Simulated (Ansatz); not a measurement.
Tunnelling through a barrier is set by its complex band structure: the current falls as exp(−2κd) with the smallest κ.

Input:

```xyz
8
Lattice="3.7695 0.0000 0.0000 -1.8848 3.2645 0.0000 0.0000 0.0000 15.9598" Properties=species:S:1:pos:R:3 pbc="T T T"
Ga     0.0000     2.1763     2.7678
Ga     1.8848     1.0882    13.1919
Ga     1.8848     1.0882    10.7477
Ga     0.0000     2.1763     5.2120
Se     0.0000     2.1763     9.5696
Se     1.8848     1.0882     6.3902
Se     1.8848     1.0882     1.5897
Se     0.0000     2.1763    14.3701
```

The cell was relaxed by PBE-D3(BJ); by PBEsol it stands under a pressure of -0.8 GPa.

Transport runs along the normal of the first two printed cell vectors, the (001) plane of the conventional cell.

No gap correction and no spin-orbit coupling; mid-gap is the computed energy nearest the middle.

Question: Predict the band gap and the smallest decay constant κ at mid-gap from PBEsol run with Ansatz (a first-principles code).

Answer: Gap 0.76 eV on a 12×12×2 mesh; κ = 0.062 1/Å, at the zone centre.
